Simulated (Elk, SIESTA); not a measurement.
An Elk input for a self-consistent single point of In (I4/mmm, 1 atom in the cell) (DFT, PBE, spin-orbit coupling in second variation, all-electron FP-LAPW, Elk's shipped species files, APW+lo basis with extra local orbitals):

```
tasks
  0

xctype
  20

spinorb
  .true.

rgkmax
  7.5

gmaxvr
  14.0

nxlo
  2

lorbcnd
  .true.

lmaxi
  2

nempty
  10

stype
  3

swidth
  0.00367493

scale
  1.889726125

avec
   -1.6052890000    1.6052890000    2.4555070000
    1.6052890000   -1.6052890000    2.4555070000
    1.6052890000    1.6052890000   -2.4555070000

sppath
  './'

atoms
  1   : nspecies
  'In.in'   : spfname
  1   : natoms; atposl, bfcmt below
  0.0000000000  0.0000000000  0.0000000000    0.0 0.0 0.0

ngridk
  19 19 19
```

Question: Translate this input to SIESTA.

Answer: One input that does it (others would too):

```
# files in the folder: In.psml (PseudoDojo PBE fully relativistic)
SystemName  In
SystemLabel in

NumberOfAtoms                1
NumberOfSpecies              1
%block ChemicalSpeciesLabel
  1 49 In
%endblock ChemicalSpeciesLabel
LatticeConstant              3.344162 Ang
%block LatticeVectors
    -0.480027283    0.480027283    0.734266761
     0.480027283   -0.480027283    0.734266761
     0.480027283    0.480027283   -0.734266761
%endblock LatticeVectors
AtomicCoordinatesFormat      Fractional
%block AtomicCoordinatesAndAtomicSpecies
     0.000000000    0.000000000    0.000000000  1
%endblock AtomicCoordinatesAndAtomicSpecies

XC.functional                GGA
XC.authors                   PBE
PAO.BasisSize                TZP
PAO.EnergyShift              0.01 Ry
MeshCutoff                   400 Ry
%block kgrid.MonkhorstPack
   19   0   0  0.0
    0  19   0  0.0
    0   0  19  0.0
%endblock kgrid.MonkhorstPack
OccupationFunction           FD
ElectronicTemperature        1160.45 K
Spin                         spin-orbit
%block DM.InitSpin
  1 0.00 0.00 0.00
%endblock DM.InitSpin

MaxSCFIterations             150
SCF.Mixer.Method             Pulay
SCF.Mixer.Weight             0.2
SCF.Mixer.History            6
SCF.DM.Tolerance             1.0E-04
Diag.ParallelOverK           true
WriteForces                  true
```

Basis, cutoffs, solver keys and any potentials are the target program's own. This input uses DFT, GGA PBE with spin-orbit coupling, numerical atomic orbitals TZP, PseudoDojo PBE fully relativistic norm-conserving potentials (rewritten from UPF to PSML). Both were run: size of the net moment 0.00 μB/atom in Elk and 0.00 in SIESTA.

On SIESTA: the starting cell comes from a database of computed structures (which also holds hypothetical and non-ambient phases and stackings), without a prior relaxation at this level. Its lattice was rescaled by a random factor within 2.5 % of one. Values carry the incompleteness of an atom-centred basis. With a pressure of about 3 GPa the cell is away from its equilibrium volume at this level.

On Elk: the starting cell comes from a database of computed structures (which also holds hypothetical and non-ambient phases and stackings), without a prior relaxation at this level. Its lattice was rescaled by a random factor within 2.5 % of one. Values depend on the basis (sphere radii, cutoffs, local orbitals), which need not be converged.
